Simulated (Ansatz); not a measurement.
K2SO4 (Pnma, No. 62), treated with r²SCAN in Ansatz (PAW).

Settings: plane-wave cutoff 560 eV, 6×6×4 k mesh (along the axes of the cell as run), Fermi–Dirac smearing 0.01 eV, scalar-relativistic PAW data made under PBE.

Cell (relaxed at this level):

```cif
data_K8O16S4
_chemical_formula_sum 'K8 S4 O16'
_space_group_name_H-M_alt 'Pnma'
_space_group_IT_number 62
_space_group_name_Hall '-P 2ac 2n'
_cell_length_a 7.45840
_cell_length_b 5.74028
_cell_length_c 10.03836
_cell_angle_alpha 90.000
_cell_angle_beta 90.000
_cell_angle_gamma 90.000
loop_
_space_group_symop_operation_xyz
  'x, y, z'
  '-x, -y, -z'
  '-x+1/2, -y, z+1/2'
  'x+1/2, y, -z+1/2'
  'x+1/2, -y+1/2, -z+1/2'
  '-x+1/2, y+1/2, z+1/2'
  '-x, y+1/2, -z'
  'x, -y+1/2, z'
loop_
_atom_site_label
_atom_site_type_symbol
_atom_site_symmetry_multiplicity
_atom_site_Wyckoff_symbol
_atom_site_fract_x
_atom_site_fract_y
_atom_site_fract_z
_atom_site_occupancy
K1 K 4 c 0.17033 0.25000 0.08949 1
K2 K 4 c 0.01140 0.75000 0.29870 1
S1 S 4 c 0.23288 0.25000 0.42005 1
O1 O 4 c 0.03487 0.25000 0.41662 1
O2 O 4 c 0.20120 0.75000 0.06005 1
O3 O 8 d 0.30241 0.03882 0.35181 1
```

Estimate the bulk modulus, band gap and pressure derivative B′ of the bulk modulus that the calculation returns.


* **bulk modulus**: 34.3 GPa
* **band gap**: 6.29 eV (direct)
* **pressure derivative B′ of the bulk modulus**: 5.7

Note: the relaxation could not lower the start's symmetry, so the cell can be a saddle point above a distorted one; the bulk modulus comes from volumes at which shape and atoms were relaxed.

The computed numbers hold no vibrational or temperature effects.

It cost roughly 2.1 core-hours of CPU time.

Ansatz is a quantum-chemistry and plane-wave program.
